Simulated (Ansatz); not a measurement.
# Be under a change: Li interstitial (started 1.58 Å from the nearest host atom), symmetric start

Consider a 16-atom supercell of Be in the hcp (Mg type) structure (space group P6_3/mmc, No. 194; a = 2.2637 Å, c = 3.5639 Å) at its relaxed geometry.

It is then changed as follows: a neutral Li interstitial (started 1.58 Å from the nearest host atom), symmetric start, atoms relaxed at fixed cell.

Calculations: Kohn–Sham DFT with the r2SCAN functional, run in Ansatz (an electronic-structure program) with PAW and 500 eV plane waves, scalar-relativistic without spin-orbit coupling. Settings: 9×9×9 k-points, 0.05 eV Fermi–Dirac smearing.

```json
{
  "pressure": "17.5 GPa (base 0.0 GPa)",
  "final_site_of_the_added_atom": "16 Be at 2.03–2.80 Å"
}
```

Final structure:

```yaml
crystal:
  lattice:
    - [4.52742, 0.00000, -3.56389]
    - [-2.26371, 3.92086, 0.00000]
    - [4.52742, 0.00000, 3.56389]
  atoms:
    - { symbol: Be, position: [0.71229, 0.32075, 0.41419] }
    - { symbol: Be, position: [0.71229, 0.80574, 0.41419] }
    - { symbol: Be, position: [0.97737, 0.38462, 0.79187] }
    - { symbol: Be, position: [0.95831, 0.78515, 0.61199] }
    - { symbol: Be, position: [0.30680, 0.40885, 0.96982] }
    - { symbol: Be, position: [0.30680, 0.86777, 0.96982] }
    - { symbol: Be, position: [0.41988, 0.33927, 0.25866] }
    - { symbol: Be, position: [0.43431, 0.84956, 0.26480] }
    - { symbol: Be, position: [0.04169, 0.21485, 0.38801] }
    - { symbol: Be, position: [0.02263, 0.61538, 0.20813] }
    - { symbol: Be, position: [0.28771, 0.19426, 0.58581] }
    - { symbol: Be, position: [0.28771, 0.67925, 0.58581] }
    - { symbol: Be, position: [0.56569, 0.15044, 0.73520] }
    - { symbol: Be, position: [0.58012, 0.66073, 0.74134] }
    - { symbol: Be, position: [0.69320, 0.13223, 0.03018] }
    - { symbol: Be, position: [0.69320, 0.59115, 0.03018] }
    - { symbol: Li, position: [0.00000, 0.00000, 0.00000] }
```

Cost of the whole job for the changed cell (relaxation, final SCF and bands): very roughly 7 core-minutes.

In so small a cell the defect repeats every few ångströms: this is an ordered compound, not a dilute defect. The defect started on the symmetric site and kept its symmetry, so it may sit on a saddle. The defect cell is not spin-polarised.
